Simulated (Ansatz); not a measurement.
SiC: transverse stress against strain

SiC (4H polytype, P6_3mc, 10.498 Å³/atom and stress up to 0.01 GPa in the relaxed cell, c along z) under a strain ε along c (axis z), the other axes held. PBE in Ansatz, a plane-wave DFT program (PAW, default set), 420 eV, 12×12×4 Γ-centred mesh, Fermi-Dirac smearing 0.05 eV; ions are relaxed, or left where forces stay under 0.02 eV/Å, within the symmetry of each cell. Stress is positive for a compressed cell.

Here s stands for strain and y for stress xx.

```csv
strain (%),stress xx (GPa)
-3.00,?
-1.50,0.85
-0.75,0.40
0.00,0.00
0.75,-0.37
1.50,-0.70
```

Taking a straight line for y over the 5 complete rows: Means: s 0, y 0.036. About the means, the sum of products is -2.9025 and the sum of squares of s is 5.6250; the slope is their ratio. Least squares gives y = 0.036 - 0.5160·s. Residuals (row less fit): 0.040, -0.023, -0.036, -0.019, 0.038; standard error 0.042 (degrees of freedom: 3). The slope gives the elastic constant C13 = 52 ± 2 GPa (± standard error of the fit, which holds the terms cut off).

Question: Estimate the missing y (s = -3.00); what did the run itself give?

Answer: y = 0.036 - 0.5160 × (-3.00) = 1.584 GPa. The calculation gives 1.88 GPa, 0.296 GPa above the prediction (11.5 % of the range of y in the table). The row lies outside the fitted rows, so this is an extrapolation. From the scatter of the fitted rows alone, a prediction at this place has a standard error of 0.070 GPa, so the miss is 4.2 times that.

A polynomial of degree 2 through the 8 other runs of the series gives 1.86 there, so most of the miss is curvature that the fit leaves out. The start is a measured cell from the literature; how it stands against other phases or cation orders wasn't checked. Rows are the converged runs of the series near zero and its far end; series whose fitted rows scatter by over a few per cent of the range, as at a crossing or softening among them, aren't shown in this form, nor equations of state whose B0' disagrees with the runs' pressures. Most that stay on the fit to the last digits aren't either.
